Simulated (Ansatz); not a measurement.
Base system: ZnCu2SnS4 (space group I-4, No. 82; a = 5.3175 Å, c = 10.6431 Å).

Computed with Ansatz (a quantum-chemistry and plane-wave program) LDA, spin-orbit coupling left out.

Before the change:

- Valley order: Γ 0.14 eV; X (0, 0, 1/2) 0.49 eV; M (1/2, 1/2, 1/2) 1.15 eV
- Width of the top valence band: 1.07 eV

Perturbation: a hydrostatic pressure of 2.1 GPa.

### Question
What does the calculation give for the valley order after the change?

### Answer
The valley order (the lowest conduction-band minima on the path, energy above the VBM, named in the base's zone) goes from Γ 0.14 eV; X (0, 0, 1/2) 0.49 eV; M (1/2, 1/2, 1/2) 1.15 eV to Γ 0.21 eV; X (0, 0, 1/2) 0.54 eV; M (1/2, 1/2, 1/2) 1.18 eV.

### Question
Predict the new mean gap deformation potential ΔEg/Δln V.

### Answer
The mean gap deformation potential ΔEg/Δln V is -3.0 eV.

### Question
What does the calculation give for the electron mass after the change?

### Answer
The electron mass amounts to 0.050 mₑ along c, 0.053 mₑ across (at Γ).

### Question
What does the calculation give for the width of the top valence band after the change?

### Answer
The width of the top valence band rises by 0.05 eV to 1.12 eV.

Load acts through the strain it causes; cell and atoms are relaxed under it. Masses are band curvatures over ±0.01 Å⁻¹ around the edge. No phonon test of stability was made. All final runs are without spin polarisation. The zero or small gap of ZnCu2SnS4 can change with the level of theory.
